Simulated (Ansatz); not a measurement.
The starting structures come from a database of crystals and need not be the phases stable at ambient conditions.

 Where the default PAW files enter, the runs use the earlier of Ansatz's two default sets.

Here is the system:

```
Sr3NSb
1.0
    5.19497     0.00000     0.00000
    0.00000     7.34680     0.00000
    0.00000     3.67340     3.67340
Sr Sb N
3 1 1
Cartesian
  2.59748   1.83670   1.83670
  2.59748   5.51010   1.83670
  0.00000   3.67340   0.00000
  0.00000   0.00000   0.00000
  2.59748   3.67340   0.00000
```

Space group of this cell: Pm-3m, anti-perovskite. The cell is taken as given.

Transport runs along the normal of the first two printed cell vectors, the (110) plane of the conventional cell.

The gap is the functional's own, uncorrected, and κ follows it; spin-orbit coupling is left out. Mid-gap values are interpolated between the computed energies.

Task: Give the band gap and the smallest decay constant κ at mid-gap that r2SCAN run with Ansatz (a first-principles code) yields.

Result: Gap 0.58 eV on a 8×8×8 mesh; κ = 0.087 1/Å, at the zone centre.
